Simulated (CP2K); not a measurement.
Band structure of Ge3Rh (I4/mmm, 4 atoms in the cell).

```yaml
crystal:
  lattice:
    - [4.79381, 0.00000, 0.00000]
    - [1.03457, 4.68084, 0.00000]
    - [-2.91419, -2.34042, 3.00175]
  atoms:
    - { symbol: Ge, position: [0.75000, 0.25000, 0.50000] }
    - { symbol: Ge, position: [0.25000, 0.75000, 0.50000] }
    - { symbol: Ge, position: [0.50000, 0.50000, 0.00000] }
    - { symbol: Rh, position: [0.00000, 0.00000, 0.00000] }
```

Level of theory: LDA (Pade form), GPW, TZVP-MOLOPT-SR-GTH basis, GTH-PADE potentials (GTH_POTENTIALS) run with CP2K.

Settings: CUTOFF = 500 Ry; REL_CUTOFF = 40 Ry; SMEAR/METHOD = GAUSSIAN; SIGMA = 0.05 eV; KPOINTS/SCHEME = MONKHORST-PACK 8 8 8; GAMMA_CENTERED = T; XC_FUNCTIONAL = PADE; Ge/BASIS_SET = TZVP-MOLOPT-SR-GTH; Ge/POTENTIAL = GTH-PADE-q4; Rh/BASIS_SET = TZVP-MOLOPT-SR-GTH; Rh/POTENTIAL = GTH-PADE-q17; METHOD = GPW; EPS_DEFAULT = 1e-10; EXTRAPOLATION = USE_GUESS.

The starting cell comes from a database of computed structures (which also holds hypothetical and non-ambient phases and stackings), without a prior relaxation at this level. Spin polarisation is off. Values carry the incompleteness of an atom-centred basis.

Levels in eV from the Fermi level, bands 11 to 16:
```
point     11     12     13     14     15    16
-----  -----  -----  -----  -----  -----  ----
Γ      -2.75  -1.92  -1.20  -0.76  -0.76  1.33
X      -2.83  -1.63  -1.45  -0.80  -0.33  2.34
Y      -2.67  -1.75  -1.18  -0.38   0.00  1.86
S      -2.19  -1.98  -1.27  -0.97   0.39  2.63
Z      -2.14  -2.14  -1.77  -0.65  -0.33  3.51
S1     -2.19  -1.98  -1.27  -0.97   0.39  2.63
N      -2.34  -1.71  -0.89  -0.55  -0.02  0.61
P      -1.96  -1.63  -1.45  -0.70   0.16  0.16
Y1     -2.67  -1.75  -1.18  -0.38   0.00  1.86
```

Bands cross the Fermi level along this path, so the cell is metallic at this level.

Higher empty bands are left out: an atom-centred basis made for the valence describes them poorly.
